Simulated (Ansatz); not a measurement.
Data:

```yaml
crystal:
  lattice:
    - [1.65743, 0.95692, 8.58346]
    - [-1.65743, 0.95692, 8.58346]
    - [0.00000, -1.91384, 8.58346]
  atoms:
    - { symbol: Zn, position: [0.21868, 0.21868, 0.21868] }
    - { symbol: In, position: [0.00294, 0.00294, 0.00294] }
    - { symbol: Ga, position: [0.78714, 0.78714, 0.78714] }
    - { symbol: O, position: [0.29509, 0.29509, 0.29509] }
    - { symbol: O, position: [0.71124, 0.71124, 0.71124] }
    - { symbol: O, position: [0.12118, 0.12118, 0.12118] }
    - { symbol: O, position: [0.86373, 0.86373, 0.86373] }
```

Method: PBEsol, rigid bands (plane waves, PAW, scalar-relativistic; Ansatz, a program for electronic structure). How the cell was made: cell and atoms relaxed with PBEsol.

What conductivity effective mass do dilute electrons have at 300 K?

0.21 (x), 0.21 (y), 0.193 (z) mₑ.

And the band gap?

1.17 eV at this level; semilocal functionals usually fall short of the measured gap.

Rigid bands, one relaxation time for all states, no polarons. Spin-orbit coupling is left out; where it splits the top of the valence band it changes the hole mass and lowers the gap by about a third of the splitting.
